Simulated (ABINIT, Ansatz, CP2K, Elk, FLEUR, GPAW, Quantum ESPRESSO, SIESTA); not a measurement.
Code comparison for Sr (Fm-3m, 1 atom in the cell)

Self-consistent single point, at a second geometry (lattice scaled by 0.98). First geometry:

```yaml
crystal:
  lattice:
    - [0.00000, 2.96383, 2.96383]
    - [2.96383, 0.00000, 2.96383]
    - [2.96383, 2.96383, 0.00000]
  atoms:
    - { symbol: Sr, position: [0.00000, 0.00000, 0.00000] }
```

Shared settings, as Ansatz (a first-principles code) writes them: kpoints.mp_grid.grid = 8 8 8; scf.occupations.method = fermi_dirac; scf.occupations.width = 0.1 eV. Potentials and cutoffs stand in the table.

| code | model | ΔF from the first geometry (meV/atom) | pressure (GPa) | cutoff |
|---|---|---|---|---|
| Elk | PBE, all-electron FP-LAPW, Elk's shipped species files, default APW+lo basis | 17.5 | – | rgkmax 7 |
| ABINIT | PBE, norm-conserving pseudopotentials (PseudoDojo nc-sr-05 PBE standard) | 22.0 | 1.63 | 68 Ry |
| Quantum ESPRESSO | PBE, PSlibrary ultrasoft (PBE) pseudopotentials | 22.2 | 1.62 | 45 Ry |
| GPAW | PBE, GPAW PAW datasets PBE (gpaw-data 1.0.1) | 24.0 | 1.70 | 550 eV |
| CP2K | PBE, GPW, DZVP-MOLOPT-SR-GTH basis, GTH-PBE potentials (GTH_POTENTIALS) | 29.7 | 2.07 | grid 500 Ry |
| SIESTA | GGA PBE, numerical atomic orbitals DZP, PseudoDojo PBE standard norm-conserving potentials (rewritten from UPF to PSML) | 119.2 | 7.43 | grid 400 Ry |
| Ansatz | PBE, default PAW files | 22.1 | 1.64 | default |
| FLEUR | PBE, all-electron FLAPW (FLEUR), scalar-relativistic valence | 22.1 | – | Kmax 3.8 1/bohr |

A dash marks a value that a program does not give, or that is left out as unsure.

The spread over the programs that give each value: ΔF from the first geometry within 101.7 meV/atom; pressure within 5.81 GPa.

CP2K and SIESTA use small atom-centred bases, whose incompleteness enters pressures, forces and empty levels differently from a plane-wave cutoff. Elk and FLEUR treat all electrons, but the usual bases taken here (sphere radii, linearisation, local orbitals, empty states) were not tested for convergence, so the values are no reference for the others. Ansatz's pressure is given at a fixed set of plane waves, as the other plane-wave codes print theirs. In the pressure, SIESTA (by 5.80) lies more than 1 GPa from the median of the plane-wave programs.

The starting cell comes from a database of computed structures (which also holds hypothetical and non-ambient phases and stackings), without a prior relaxation at this level. Its lattice was rescaled by a random factor within 2.5 % of one. For this run, on top of that: lattice scaled by 0.98.

Keys are those of Ansatz 0.2.
